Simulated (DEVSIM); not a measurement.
System: Schottky contact on p-type Si, at 300 K.

| layer (left to right) | material | thickness (μm) | Na (cm⁻³) | τn (s) | τp (s) |
|---|---|---|---|---|---|
| 1 | Si | 14.0 | 1.5e16 | 0.00064 | 0.00064 |

Left contact: Schottky, work function 4.684 eV, emission velocity 1e7 cm/s. Right contact: ohmic. Voltage is applied to the left contact. Recombination: SRH at mid-gap, radiative. Gap narrowing is on: ΔEg = 6.92 meV × (l + √(l² + 0.5)), l = ln(N/1.3e17 cm⁻³), shared equally by both band edges. Mobility is μmin + (μ − μmin)/(1 + (N/Nref)^α).

The device is made up for the run: typed textbook-type constants, with dimensions and the other settings drawn at random. Values at 300 K.

```csv
parameter,Si
gap (eV),1.124
affinity (eV),4.05
permittivity,11.7
Nc (cm⁻³),2.86e19
Nv (cm⁻³),3.1e19
μn (cm²/Vs),1417
μp (cm²/Vs),470
"μn,min",52
"μp,min",45
"Nref,n",9.7e16
"Nref,p",2.2e17
αn,0.68
αp,0.72
B (cm³/s),4.7e-15
```

Model (solved in DEVSIM): 1D drift-diffusion, Boltzmann statistics, complete ionisation; no tunnelling, impact ionisation, image-force lowering or self-heating. Metal contacts follow the ideal Schottky-Mott rule: no Fermi-level pinning, no interface dipoles.

Tabulate band edges, carrier densities and field at -1.15 V on the left contact.

Energies count from the Fermi level of the right contact; mesh points crowd at the junctions.

```csv
x (μm),Ec (eV),Ev (eV),n (cm⁻³),p (cm⁻³),field (V/cm)
0.000,1.784,0.660,6.4e8,4.1e14,14000
0.01516,1.802,0.679,3.1e8,1.7e15,11000
0.03985,1.822,0.699,1.4e8,5.0e15,6000
0.08442,1.837,0.714,7.4e7,1.1e16,1400
0.1839,1.837,0.714,5.8e7,1.5e16,-560
0.3148,1.829,0.706,5.8e7,1.5e16,-660
0.5281,1.815,0.692,5.8e7,1.5e16,-660
1.035,1.781,0.658,5.8e7,1.5e16,-660
1.772,1.733,0.610,5.8e7,1.5e16,-660
2.903,1.658,0.535,5.8e7,1.5e16,-660
4.745,1.537,0.413,5.8e7,1.5e16,-660
8.521,1.287,0.164,5.8e7,1.5e16,-660
10.65,1.147,0.024,5.8e7,1.5e16,-660
11.95,1.061,-0.062,5.7e7,1.5e16,-660
12.99,0.993,-0.130,5.3e7,1.5e16,-660
13.39,0.966,-0.157,4.6e7,1.5e16,-660
13.63,0.950,-0.173,3.5e7,1.5e16,-660
13.78,0.940,-0.183,2.4e7,1.5e16,-660
13.90,0.933,-0.191,1.3e7,1.5e16,-660
13.95,0.929,-0.194,6900000,1.5e16,-660
13.98,0.927,-0.196,3000000,1.5e16,-660
14.00,0.926,-0.197,8000,1.5e16,-660
```
